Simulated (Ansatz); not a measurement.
**A constructed model of the (111) surface of fcc Pd, a layer of Ag in place of the third plane (bottom of the slab: a bare face, its two planes held)**

The numbers are results of PBE (plane waves to 420 eV, PAW; Ansatz, a program for electronic structure), not measurements.

Model: 6-atom slab, 11.5 Å thick at the start, 15x15x1 mesh, Fermi-Dirac 0.1 eV, dipole correction, 2 atoms held, the rest relaxed; start symmetry kept, larger cells not searched; no spin, no spin-orbit, no U. In PBE it lies 0.09 eV a 1x1 cell over the lowest computed structure of the same composition (a layer of Ag in place of the second plane).

work function of the top face: 5.27 eV
energy released by relaxation: 0.016 eV
cost: around 110 core-seconds (rough)
